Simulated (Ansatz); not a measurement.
## SnS2: Zn on a Sn site, symmetric start

Take a 12-atom supercell of SnS2 in the CdI2 type structure (space group P-3m1, No. 164; a = 3.669 Å, c = 5.806 Å; layered, stacked along the Cartesian z axis) at its relaxed geometry as the base.

Modification: one Sn atom is replaced by Zn, atoms relaxed at fixed cell.

The values are results of Kohn–Sham DFT with the PBE-D3(BJ) functional, run in Ansatz (an electronic-structure program) with PAW and 420 eV plane waves, without spin-orbit coupling, not measurements. Γ-centred 6×6×6 mesh, Fermi–Dirac width 0.01 eV.

```csv
quantity,base,changed,shift
pressure,0.0 GPa,-1.5 GPa,-1.5 GPa
energy gained by relaxation,–,0.09 eV,–
largest displacement of a host atom from its site in the perfect cell,–,0.07 Å,–
mean distance from the defect site to its nearest host atoms,2.58 Å,2.52 Å,-0.065 Å
```

The magnetic state is the one reached from the starting moments; the real material's order can differ, and small cells can't hold many antiferromagnetic ones. The cell is small, so the values are those of an ordered compound at a high defect concentration; dilute-limit values will differ. A case with no gap was solved on a k-mesh chosen for an insulator, which is coarse for it. The defect started on the symmetric site and kept its symmetry, so it may sit on a saddle. The defect cell is spin-polarised and ends with 1.9 μB.
